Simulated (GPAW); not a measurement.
A self-consistent single point of ScAg2 (I4mm, 3 atoms in the cell) with GPAW.

Method: PBEsol, GPAW PAW datasets PBEsol (made by gpaw-setup) (plane waves; GPAW 25.7.0).

```
ScAg2
1.0
   -1.77444     1.77444     4.47660
    1.77444    -1.77444     4.47660
    1.77444     1.77444    -4.47660
Sc Ag
1 2
Direct
  0.00558   0.00558   0.00000
  0.66664   0.66664   0.00000
  0.33336   0.33336   0.00000
```

Reference input (self-consistent single point, DFT PBEsol, plane waves, GPAW PAW datasets PBEsol (made by gpaw-setup)): mode = pw; ecut = 850 eV; xc = PBEsol; kpts = 6 6 6; mesh shift (steps) = 0 0 0; occupations.name = fermi-dirac; occupations.width = 0.1 eV; nbands = -9; convergence.density = 1e-05 e/electron; convergence.energy = 1e-05 eV/electron; symmetry.symmorphic = false; symmetry.tolerance = 0.0005. This run's input differs from it in these lines:

```diff
@@ -16,3 +16,3 @@
             kpts={'size': (6, 6, 6), 'gamma': True},
-            occupations={'name': 'fermi-dirac', 'width': 0.1},
+            occupations={'name': 'fermi-dirac', 'width': 0.3},
             nbands=-9,
```

Output (repeated stretches shortened):

```
     iter     time        total  log10-change:
                         energy   eigst   dens
iter:   1 --:--:--   -14.564440
iter:   2 --:--:--   -14.042516   -0.48  -1.38
iter:   3 --:--:--   -13.080876   -0.69  -1.43
iter:   4 --:--:--   -13.010735   -1.92  -1.78
iter:   5 --:--:--   -12.902882   -1.88  -1.88
   [... 3 lines left out ...]
iter:   9 --:--:--   -12.892151   -3.51  -2.92
iter:  10 --:--:--   -12.894495   -3.84  -3.05
iter:  11 --:--:--   -12.893206   -4.73  -3.22
iter:  12 --:--:--   -12.893159   -5.60  -3.50
iter:  13 --:--:--   -12.893532c  -5.34  -3.53
iter:  14 --:--:--   -12.893575c  -5.70  -3.56
iter:  15 --:--:--   -12.893889c  -6.00  -3.66
iter:  16 --:--:--   -12.893891c  -6.76  -3.72
iter:  17 --:--:--   -12.893730c  -6.74  -3.78
iter:  18 --:--:--   -12.893742c  -6.65  -3.86
iter:  19 --:--:--   -12.893886c  -6.51  -4.01
iter:  20 --:--:--   -12.893921c  -7.15  -4.05
iter:  21 --:--:--   -12.893859c  -6.41  -4.10
iter:  22 --:--:--   -12.893877c  -7.70c -4.91
iter:  23 --:--:--   -12.893885c  -8.12c -5.11c
Converged after 23 iterations.

Dipole moment: (-0.000000, -0.000000, -0.776173) |e|*Ang

Energy contributions relative to reference atoms: (reference = -309822.030781)

Kinetic:        -15.041427
Potential:      +10.495341
External:        +0.000000
XC:              -8.746145
Entropy (-ST):   -0.444098
Local:           +0.620396
SIC:             +0.000000
--------------------------
Free energy:    -13.115934
Extrapolated:   -12.893885

Showing only first 2 kpts
 Kpt  Band  Eigenvalues  Occupancy
  0    20      3.77705    2.00000
  0    21      6.84970    1.87908
  0    22      8.40915    0.15818
  0    23      9.03751    0.02093

  1    20      3.78586    2.00000
  1    21      7.29733    1.55505
  1    22      8.62662    0.07988
  1    23      8.64061    0.07638

Fermi level: 7.67272

No gap
No difference between direct/indirect transitions
Energy (eV): -12.893885

Forces in eV/Ang:
  0 Sc    0.00000   -0.00000   -0.28232
  1 Ag    0.00000    0.00000    0.20663
  2 Ag    0.00000    0.00000    0.07497

Stress tensor:
     0.018725     0.000000    -0.000000
     0.000000     0.018725    -0.000000
    -0.000000    -0.000000     0.022618
Stress (GPa, Voigt): [ 3.      3.      3.6238 -0.     -0.      0.    ]
```

The run converged in 23 iterations. GPAW prints stress with tension positive. Against the reference run the free energy falls by 63.1 meV/atom, the pressure goes from -3.76 to -3.21 GPa and the largest force hardly changes (0.278 to 0.282 eV/Å).

The starting cell comes from a database of computed structures (which also holds hypothetical and non-ambient phases and stackings), without a prior relaxation at this level. Its lattice was rescaled by up to half a per cent. One atom was moved a little off its site on purpose. With a pressure of about -3 GPa the cell is away from its equilibrium volume at this level.

Cost on one core of a shared machine: roughly 4 min.
